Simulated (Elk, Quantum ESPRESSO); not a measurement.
**Equation of state of fcc Pb (space group 225): energy against volume (Elk, PBE)**

```
CELL_PARAMETERS angstrom
      0.00000     2.43099     2.43099
      2.43099     0.00000     2.43099
      2.43099     2.43099     0.00000
ATOMIC_POSITIONS crystal
  Pb 0.00000 0.00000 0.00000
```

Level of theory: PBE, all-electron FP-LAPW, Elk's shipped species files, APW+lo basis with extra local orbitals (Elk). Settings: xctype = 20; rgkmax = 8.55; stype = 3; swidth = 0.00183747 Ha; ngridk = 20 20 20; gmaxvr = 16 1/bohr; nxlo = 2; lorbcnd = true; lmaxi = 3; sphere radii = {Pb: 2.8} bohr. The cell above is the first row's. The rows scale it uniformly. In all rows the k mesh is held. E is the free energy at the stated smearing, counted from the lowest row.

| V (Å^3/atom) | E (meV/atom) |
|---|---|
| 28.733 | ? |
| 29.358 | 40.34 |
| 29.982 | 24.40 |
| 30.607 | 12.78 |
| 31.232 | 5.21 |
| 31.856 | 1.05 |
| 32.481 | 0.00 |
| 33.105 | 1.77 |
| 33.730 | 6.09 |

Q: Using the third-order Birch-Murnaghan form, a cubic in V^(-2/3), estimate the missing E at V = 28.733 from the other rows, showing the fit.

A: With u = V^(-2/3) - 0.1003, the rows have u = 0.0047789, 0.0033159, 0.0019005, 0.0005324, -0.0007887, -0.0020693, -0.0033076, -0.0045095. Least squares gives E = 3.123 + 3365.3·u + 907869·u² + 3633694·u³. Residuals (row less fit): 0.004, 0.003, -0.043, 0.037, 0.018, -0.014, -0.023, 0.014; standard error 0.034 (degrees of freedom: 4). Its minimum lies at u = -0.0018745, so V0 = (0.0984255)^(-3/2) = 32.38. There d²E/du² = 1775000 and d³E/du³ = 2.180e7, so B0 = (4/9) × 32.38^(-7/3) × 1775000 × 0.160218 = 37.8 GPa (the last factor turns the table's units into GPa), and B0' = 4 + (2/3) × 0.0984255 × (2.180e7)/1775000 = 4.8. At the withheld row, u = 0.0062973, so E = 3.123 + 3365.3 × 0.0062973 + 907869 × 0.0062973² + 3633694 × 0.0062973³ = 61.225 meV/atom. The calculation gives 61.24 meV/atom, 0.015 meV/atom above the prediction (under 0.05 % of the range of E in the table). The row lies outside the fitted rows, so this is an extrapolation. From the scatter of the fitted rows alone, a prediction at this place has a standard error of 0.099 meV/atom, so the miss is 0.2 times that.

Carrying the step between the two nearest rows on in a straight line would have given 56.31, off by 4.93; series whose last step already gives the withheld value aren't shown. The scan was laid around a cell of about the measured size, scaled by a guess for this functional. A plane-wave scan with the same functional (Quantum ESPRESSO, GBRV) gives V0 = 31.93 Å^3/atom and B0 = 39.2 GPa; a Birch-Murnaghan fit to all rows here lies 1.4 % from it in V0 and -4 % in B0; the two differ in basis, and may differ in potentials and mesh. Values depend on the basis (sphere radii, cutoffs, local orbitals), which need not be converged. Spin-orbit coupling is off. Sphere radii are the same in all rows. Cutoffs and mesh are single choices, not tested for convergence of this quantity. Series with a scatter that would blur these digits, or in which a gap closes, are not shown. Nor are scans whose minimum lies at an end fitted in this form.
